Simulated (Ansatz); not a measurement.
Consider this model of amorphous Hf₁₈O₃₇K₂.

```yaml
crystal:
  lattice:
    - [9.31732, -0.04469, -0.24374]
    - [-0.04469, 9.39207, -0.22061]
    - [-0.24374, -0.22061, 8.74502]
  atoms:
    - { symbol: Hf, position: [0.11798, 0.94949, 0.14295] }
    - { symbol: Hf, position: [0.55604, 0.11948, 0.67065] }
    - { symbol: Hf, position: [0.17777, 0.51577, 0.65987] }
    - { symbol: Hf, position: [0.23345, 0.62106, 0.06625] }
    - { symbol: Hf, position: [0.14647, 0.24610, 0.96828] }
    - { symbol: Hf, position: [0.81326, 0.07495, 0.06213] }
    - { symbol: Hf, position: [0.53018, 0.57951, 0.76064] }
    - { symbol: Hf, position: [0.75669, 0.34983, 0.28895] }
    - { symbol: Hf, position: [0.81665, 0.98401, 0.46162] }
    - { symbol: Hf, position: [0.74789, 0.83978, 0.81544] }
    - { symbol: Hf, position: [0.32197, 0.88083, 0.85137] }
    - { symbol: Hf, position: [0.85710, 0.45325, 0.95066] }
    - { symbol: Hf, position: [0.22082, 0.13617, 0.53082] }
    - { symbol: Hf, position: [0.88156, 0.64823, 0.54229] }
    - { symbol: Hf, position: [0.51001, 0.33895, 0.01188] }
    - { symbol: Hf, position: [0.92945, 0.28592, 0.64057] }
    - { symbol: Hf, position: [0.35229, 0.39290, 0.35737] }
    - { symbol: Hf, position: [0.84309, 0.75175, 0.15470] }
    - { symbol: O, position: [0.45057, 0.17821, 0.87726] }
    - { symbol: O, position: [0.31793, 0.57747, 0.26627] }
    - { symbol: O, position: [0.22628, 0.69030, 0.81175] }
    - { symbol: O, position: [0.69862, 0.04796, 0.84503] }
    - { symbol: O, position: [0.16713, 0.29090, 0.73340] }
    - { symbol: O, position: [0.40893, 0.51738, 0.94668] }
    - { symbol: O, position: [0.33455, 0.99552, 0.65777] }
    - { symbol: O, position: [0.88996, 0.85599, 0.64393] }
    - { symbol: O, position: [0.64257, 0.41043, 0.82791] }
    - { symbol: O, position: [0.68774, 0.89449, 0.09006] }
    - { symbol: O, position: [0.77563, 0.65527, 0.93944] }
    - { symbol: O, position: [0.22868, 0.01789, 0.33701] }
    - { symbol: O, position: [0.55468, 0.39299, 0.26239] }
    - { symbol: O, position: [0.16732, 0.34892, 0.45663] }
    - { symbol: O, position: [0.39127, 0.52124, 0.58549] }
    - { symbol: O, position: [0.09458, 0.64330, 0.51431] }
    - { symbol: O, position: [0.96164, 0.50531, 0.73457] }
    - { symbol: O, position: [0.74769, 0.13488, 0.28855] }
    - { symbol: O, position: [0.69287, 0.65503, 0.65281] }
    - { symbol: O, position: [0.00209, 0.10615, 0.53519] }
    - { symbol: O, position: [0.08736, 0.45958, 0.00637] }
    - { symbol: O, position: [0.85428, 0.43026, 0.47825] }
    - { symbol: O, position: [0.31676, 0.29220, 0.13386] }
    - { symbol: O, position: [0.92687, 0.90423, 0.96876] }
    - { symbol: O, position: [0.84311, 0.51786, 0.17715] }
    - { symbol: O, position: [0.93191, 0.94114, 0.26682] }
    - { symbol: O, position: [0.06473, 0.73066, 0.14407] }
    - { symbol: O, position: [0.02142, 0.15900, 0.12441] }
    - { symbol: O, position: [0.74113, 0.19170, 0.58787] }
    - { symbol: O, position: [0.51780, 0.79532, 0.82375] }
    - { symbol: O, position: [0.92486, 0.25061, 0.86496] }
    - { symbol: O, position: [0.77947, 0.75148, 0.37393] }
    - { symbol: O, position: [0.72914, 0.28727, 0.05594] }
    - { symbol: O, position: [0.19288, 0.03464, 0.93964] }
    - { symbol: O, position: [0.61129, 0.95142, 0.53716] }
    - { symbol: O, position: [0.31303, 0.83222, 0.07959] }
    - { symbol: O, position: [0.42756, 0.22460, 0.50346] }
    - { symbol: K, position: [0.48644, 0.02695, 0.23625] }
    - { symbol: K, position: [0.38543, 0.78465, 0.44743] }
```

Methods: PBE, scalar-relativistic without spin-orbit coupling (Ansatz, a first-principles code); r2SCAN, scalar-relativistic without spin-orbit coupling (Ansatz); HSE06, scalar-relativistic without spin-orbit coupling (Ansatz). Neutral PBE cell, which sets geometry, pressure and energy: sampling: a 2×2×2 Γ-centred mesh; Fermi-Dirac width 0.02 eV; no spin polarisation. Exact exchange is cut at the faces of this 9 Å cell, which leaves hybrid gaps a finite-size error.

The cell was made by melting and quenching with the CHGNet potential and then relaxed with DFT. O atoms were pushed apart under 1.9 Å during the dynamics, to hinder bonds among them. The hot cell started wider than the set density and was brought back towards it in steps. It is the lowest in DFT energy of 2 quenches. It is a model cell: composition and starting density were chosen by hand, and all elements were melted together. No dispersion term was used. Its density started from a set value of 8.44 and ended at 8.44 g/cm³. The simulated quench (nominally 300 K/ps over its main leg) is rapid and tends to freeze in more defects than a deposited or slowly cooled glass has. Values belong to this one cell and scatter from quench to quench. The volume was held where the preparation left it and the shape relaxed.

### Question
Give the pressure and the spacing of the highest filled and lowest empty levels.

### Answer

The pressure on a 2×2×2 Γ-centred mesh is 41.2 kbar and the largest force and stress component on that mesh (the relaxation ran on the zone centre alone) is 0.09 eV/Å and 4.1 GPa. The level gap on a 2×2×2 Γ-centred mesh (PBE) is 3.78 eV and the level gap at the zone centre (PBE) comes out as 3.80 eV. The level gap at the zone centre (r2SCAN) is 4.26 eV. The level gap at the zone centre (HSE06) comes out as 5.33 eV. The distance between the nearest levels spread over more than a fifth of the atoms or a third of the atoms of their main element (six at least) (PBE, zone centre) comes out as 4.13 eV.

### Question
At PBE and the zone centre, how localised are the states just below and above the Fermi level (participation number: the atoms over which a state spreads)?

### Answer
The highest filled state is spread over 4.4 atoms' worth, largest on O28, with weights by element (charge in smoothed Voronoi cells) O 0.95, Hf 0.04, K 0.01. The lowest empty state is spread over 18.1 atoms' worth, largest on Hf3, with weights by element (charge in smoothed Voronoi cells) Hf 0.56, O 0.43, K 0.01.

At PBE the levels at the filled edge of the gap are localised (band-tail or defect states), and the nearest spread-out levels lie 4.1 eV apart at the zone centre.

Neighbours within Hf-Hf 3.34 Å, Hf-O 2.56 Å, Hf-K 3.91 Å, O-O 1.58 Å, O-K 3.23 Å, K-K 4.47 Å count as bonded. Two cations that share two anions don't count as bonded, nor two that share one unless they lie closer than Hf-Hf 3.25 Å, Hf-K 3.80 Å, K-K 4.34 Å.

Added carriers, by Ansatz with PBE, scalar-relativistic without spin-orbit coupling on the zone centre alone. Charged cells keep the cell fixed and stand in a uniform background, with no image correction, at a width of 0.01 eV; where the count is odd the moment is locked at 1 μB, unless the neutral cell bore moments. Each starts from the undistorted neutral geometry alone. PBE's self-interaction favours spread-out carriers, so it can miss traps that a hybrid finds.

### Question
What happens at PBE when the cell takes an extra electron and the atoms relax?

### Answer
Relaxation lowers the charged cell by 0.24 eV. The largest moves are Hf16 0.12 Å, O35 0.12 Å, O32 0.11 Å, O33 0.11 Å. The level that holds the added charge spreads over 8.2 atoms' worth, most on Hf3 (weight 0.30): a partly localised carrier. No bond crosses its cut-off with a change of over 0.15 Å (metal-metal contacts aside). Made neutral again at that geometry, the cell lies +0.47 eV from the neutral start.

### Question
What happens at PBE when the cell takes a hole and the atoms relax?

### Answer
Relaxation lowers the charged cell by 0.38 eV. The largest moves are O28 0.27 Å, Hf6 0.23 Å, O52 0.14 Å, O44 0.13 Å. The level that was emptied spreads over 2.8 atoms' worth, most on O42 (weight 0.45): a localised (trapped) carrier, which neighbours of that atom can share. Bonds broken: Hf6-O44. Bonds formed: Hf6-O49. Made neutral again at that geometry, the cell lies +1.04 eV from the neutral start.
